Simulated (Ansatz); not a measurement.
Pressure series in hypothetical Pm-3m WC

The parent structure is WC (space group Pm-3m, No. 221; a = 4.185 Å; a hypothetical phase, not in the database extracts checked).

Cell and atoms are relaxed at each pressure.

Calculations: DFT with PBEsol, PAW potentials and a 420 eV plane-wave cutoff in Ansatz (an electronic-structure program), without spin-orbit coupling.

| pressure (GPa) | volume per atom (Å³/atom) |
|---|---|
| -2 | 12.296 |
| -1 | 12.256 |
| 0 | 12.216 |
| 0.3 | 12.204 |
| 0.7 | 12.189 |
| 3 | ? |
| 5 | 12.027 |
| 7.5 | 11.937 |
| 10 | 11.851 |

Problem. Fit the third-order Birch–Murnaghan form P(V) = (3B₀/2)[(V₀/V)^(7/3) − (V₀/V)^(5/3)]·[1 + (3/4)(B₀′ − 4)((V₀/V)^(2/3) − 1)] (squares taken in P) to the rows shown and predict the withheld row.

Solution. Least squares on the printed values gives V₀ = 12.216 Å³/atom, B₀ = 310 GPa, B₀′ = 3.9; this predicts 12.101 Å³/atom, and the run gives 12.101 Å³/atom, in agreement.

Load acts through the strain it causes; cell and atoms are relaxed under it. Stability against distortions was not tested. Competing high-pressure phases were not computed. The final runs are not spin-polarised.
